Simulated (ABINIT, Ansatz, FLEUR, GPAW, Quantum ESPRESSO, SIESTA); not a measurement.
# One structure in several programs: Au (Fm-3m, 1 atom in the cell)

Self-consistent single point, at a second geometry (lattice scaled by 0.98). First geometry:

```yaml
crystal:
  lattice:
    - [0.00000, 2.09211, 2.09211]
    - [2.09211, 0.00000, 2.09211]
    - [2.09211, 2.09211, 0.00000]
  atoms:
    - { symbol: Au, position: [0.00000, 0.00000, 0.00000] }
```

Shared settings, as Ansatz (an electronic-structure program) writes them: kpoints.mp_grid.grid = 18 18 18; scf.occupations.method = fermi_dirac; scf.occupations.width = 0.1 eV. Potentials and cutoffs stand in the table.

```json
[
 {"code": "ABINIT", "model": "PBE, norm-conserving pseudopotentials (PseudoDojo nc-sr-05 PBE standard)", "ΔF from the first geometry (meV/atom)": "9.3", "pressure (GPa)": "6.20", "cutoff": "38 Ha"},
 {"code": "Ansatz", "model": "PBE, PAW files", "ΔF from the first geometry (meV/atom)": "11.8", "pressure (GPa)": "6.58", "cutoff": "420 eV"},
 {"code": "Quantum ESPRESSO", "model": "PBE, GBRV 1.5 ultrasoft (PBE) pseudopotentials", "ΔF from the first geometry (meV/atom)": "9.6", "pressure (GPa)": "6.24", "cutoff": "40 Ry"},
 {"code": "SIESTA", "model": "GGA PBE, numerical atomic orbitals DZP, PseudoDojo PBE standard norm-conserving potentials (rewritten from UPF to PSML)", "ΔF from the first geometry (meV/atom)": "-9.4", "pressure (GPa)": "3.81", "cutoff": "grid 400 Ry"},
 {"code": "GPAW", "model": "PBE, GPAW PAW datasets PBE (gpaw-data 1.0.1)", "ΔF from the first geometry (meV/atom)": "25.2", "pressure (GPa)": "8.88", "cutoff": "600 eV"},
 {"code": "FLEUR", "model": "PBE, all-electron FLAPW (FLEUR), scalar-relativistic valence", "ΔF from the first geometry (meV/atom)": "4.8", "pressure (GPa)": "–", "cutoff": "Kmax 3.9 1/bohr"}
]
```

A dash marks a value that a program does not give, or that is left out as unsure.

On Ansatz's run: spin-orbit coupling is off.

The spread over the programs that give each value: ΔF from the first geometry within 34.6 meV/atom; pressure within 5.07 GPa.

SIESTA uses small atom-centred bases, whose incompleteness enters pressures, forces and empty levels differently from a plane-wave cutoff. FLEUR treats all electrons, but the usual bases taken here (sphere radii, linearisation, local orbitals, empty states) were not tested for convergence, so the values are no reference for the others. Ansatz's pressure is given at a fixed set of plane waves, as the other plane-wave codes print theirs; with its correction for the finite basis it is 6.64 GPa. In the pressure, SIESTA (by 2.60) and GPAW (by 2.47) lie more than 1 GPa from the median of the plane-wave programs.

The starting cell comes from a database of computed structures (which also holds hypothetical and non-ambient phases and stackings), without a prior relaxation at this level. Its lattice was rescaled by a random factor within 2.5 % of one. For this run, on top of that: lattice scaled by 0.98.

Left out of this page: Elk (not drawn, or without a comparable value).

Keys are those of Ansatz 0.2.
